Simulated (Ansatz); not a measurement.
Base system: AlN in the wurtzite structure (space group P6_3mc, No. 186; a = 3.114 Å, c = 4.984 Å). Axes: x lies along a and z along c of the hexagonal cell.

Perturbation: the symmetric strain tensor [0.0247 0.0081 0.0034; 0.0081 -0.0008 0.0050; 0.0034 0.0050 -0.0004], atoms relaxed at fixed cell.

Levels (all Ansatz, a program for electronic structure, PAW): PBEsol (420 eV, no SOC); r2SCAN (500 eV, no spin-orbit coupling).

The geometry is relaxed with PBEsol.

| Item | Value |
|---|---|
| PBEsol pressure | -4.63 GPa |
| PBEsol lowest conduction level above the VBM at special points | Γ 3.82 eV; R₂ 4.99 eV; V₂ 5.05 eV; T₂ 5.07 eV |
| PBEsol width of the top valence band | 2.38 eV |

Problem. Predict the pressure, lowest conduction level above the VBM at special points and width of the top valence band from r2SCAN.

Solution. The pressure drops by 1.305 GPa, from -4.63 GPa to -5.94 GPa; the lowest conduction level above the VBM at special points goes from Γ 3.82 eV; R₂ 4.99 eV; V₂ 5.05 eV; T₂ 5.07 eV to Γ 4.53 eV; R₂ 5.77 eV; V₂ 5.84 eV; T₂ 5.86 eV; the width of the top valence band stays essentially unchanged (2.38 eV against 2.39 eV).

Single points use the geometry relaxed with PBEsol. Their cutoffs differ, which shifts pressures a little. The levels and masses belong to the bands next to the band gap. Whether these cells are dynamically stable was not tested. k-point labels follow each cell's own Brillouin zone.
